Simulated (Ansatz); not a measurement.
Start from GaAs in the zinc blende structure (space group F-43m, No. 216; a = 5.7461 Å).

(Cell as relaxed with PBE.)

Levels (all Ansatz, an electronic-structure program, PAW, earlier PAW set): PBE (420 eV, no spin-orbit coupling); r2SCAN (500 eV, no SOC).

Each level relaxes its own structure.

```
quantity                     PBE       r2SCAN
-------------------  -----------  -----------
volume per atom         23.71 Å³     22.73 Å³
lattice parameter a      5.746 Å      5.666 Å
band gap                 0.16 eV      0.97 eV
gap character        direct at Γ  direct at Γ
```

PBE's volume per atom lies 0.98 Å³ above r2SCAN's (4.3 %); PBE's lattice parameter a lies 0.0805 Å above r2SCAN's (1.4 %); PBE's band gap lies 0.81 eV below r2SCAN's; the two agree on the gap character. Neither level is exact; r2SCAN is the comparison here, not a measurement.

Whether these cells are dynamically stable was not tested. The zero or small gap of GaAs can change with the level of theory.
